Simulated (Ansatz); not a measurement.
**Bi2Te3, response to strain**

Consider Bi2Te3 in the Bi2Te3 type structure (space group R-3m, No. 166; a = 4.3945 Å, c = 31.3843 Å (hexagonal axes)). Axes: x lies along a and z along c of the hexagonal cell.

Strains are applied to the cell and any free atomic positions relax; under biaxial strain the out-of-plane vector relaxes too.

Computed with Ansatz (a first-principles code), r2SCAN+rVV10, PAW, cutoff 500 eV, spin-orbit coupling left out.

Notes on the quantities. pressure: mean of the normal stresses, compression positive.

```json
[
 {"change": "base", "pressure": "0.00 GPa", "band gap": "0.68 eV", "shortest interatomic distance": "5.784 bohr"},
 {"change": "biaxial strain −1.69 %, plane normal [001], relaxed out of plane", "pressure": "0.81 GPa", "band gap": "0.84 eV", "shortest interatomic distance": "5.755 bohr"},
 {"change": "biaxial strain +0.66 %, plane normal [001], relaxed out of plane", "pressure": "-0.29 GPa", "band gap": "0.61 eV", "shortest interatomic distance": "5.796 bohr"},
 {"change": "isotropic strain +3.56 %", "pressure": "-2.33 GPa", "band gap": "0.72 eV", "shortest interatomic distance": "5.864 bohr"},
 {"change": "tensor shear ε_xy = −0.85 %", "pressure": "0.00 GPa", "band gap": "0.65 eV", "shortest interatomic distance": "5.771 bohr"},
 {"change": "tensor shear ε_xz = +3.67 %", "pressure": "0.48 GPa", "band gap": "0.61 eV", "shortest interatomic distance": "5.744 bohr"}
]
```

Spin-orbit coupling, missing from the scalar runs, can matter with Bi and Te. Stability against distortions was not tested.
